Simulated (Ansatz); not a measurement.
The starting structures come from a database of crystals and need not be the phases stable at ambient conditions.

Data:

```yaml
crystal:
  lattice:
    - [3.88603, 0.00000, 0.00000]
    - [1.94301, 6.52792, 0.00000]
    - [1.94302, 0.57833, 3.31534]
  atoms:
    - { symbol: Ga, position: [0.43537, 0.69389, 0.43537] }
    - { symbol: Ga, position: [0.56463, 0.30611, 0.56463] }
    - { symbol: P, position: [0.05739, 0.82784, 0.05739] }
    - { symbol: P, position: [0.94261, 0.17216, 0.94261] }
```

Space group of this cell: R-3m. The cell is taken as given; by r2SCAN its mean pressure is -2.3 GPa.

The current runs along the normal of the first two printed vectors, the (101) plane. All runs by Ansatz (an electronic-structure program), plane waves and PAW, without spin-orbit coupling; the base is r2SCAN.

```tsv
run	mean pressure (GPa)	gap (eV)	mid-gap κ (1/Å)
base	-2.3	1.07	0.102
all lengths scaled by 0.98	2.6	1.06	0.112
all lengths scaled by 1.02	-6.0	1.03	0.087
lda in place of r2scan	-4.8	[?]	[?]
lengths across the current scaled by 0.98, ions clamped	0.9	1.06	0.113
lengths across the current scaled by 1.02, ions clamped	-5.0	0.94	0.090
lengths along the current scaled by 0.97, ions clamped	-0.1	[?]	[?]
lengths along the current scaled by 1.03, ions clamped	-4.1	1.04	0.099
pbesol in place of r2scan	-2.8	[?]	[?]
```

**Question.** Fill in the missing entries.

**Answer.** 
- lda in place of r2scan, gap (eV): 0.71
- lda in place of r2scan, mid-gap κ (1/Å): 0.074
- lengths along the current scaled by 0.97, ions clamped, gap (eV): 0.89
- lengths along the current scaled by 0.97, ions clamped, mid-gap κ (1/Å): 0.103
- pbesol in place of r2scan, gap (eV): 0.73
- pbesol in place of r2scan, mid-gap κ (1/Å): 0.079
